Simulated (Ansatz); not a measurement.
Cl on the 1x1 (0001) surface of hcp Ti, one in a 2x2 cell, started at the site 'hollow Ti-Ti-Ti over Ti at depth 2.2 Å'

Computed with PBE (plane waves to 420 eV, PAW; Ansatz, a quantum-chemistry and plane-wave program).

Set-up: 17 atoms, 6.8 Å thick at the start under the adsorbate (thin: gaps and levels are the slab's own); mesh 6x6x1; 0.1 eV smearing; dipole correction on; 8 atoms held, the rest relaxed; held to the start's symmetry, so lower structures may exist; no spin, no spin-orbit, no U, no dispersion correction. At the end it is bonded to 3 Ti. In PBE this state lies 0.09 eV over the lowest of the starts that converged ('hollow Ti-Ti-Ti').

| Property | Result |
|---|---|
| adsorption energy against ½ Cl2(g) | -3.48 eV |
| work function of the top face | 4.17 eV |
| change of the work function | -0.23 eV |
| change of the step from the bottom to the top vacuum level, against the clean slab | -0.23 eV |
| energy released by relaxation | 0.30 eV |
| height of the binding atom over the mean of the host atoms within 0.3 Å of the top one | 1.814 Å |
| nearest host atoms of the binding atom | Ti at 2.52 Å, Ti at 2.52 Å, Ti at 2.52 Å |
| largest move of a host atom | 0.19 Å |
| cost | very roughly 6 core-minutes |

A negative adsorption energy means that the adsorbate is more stable on the surface than in its reference.
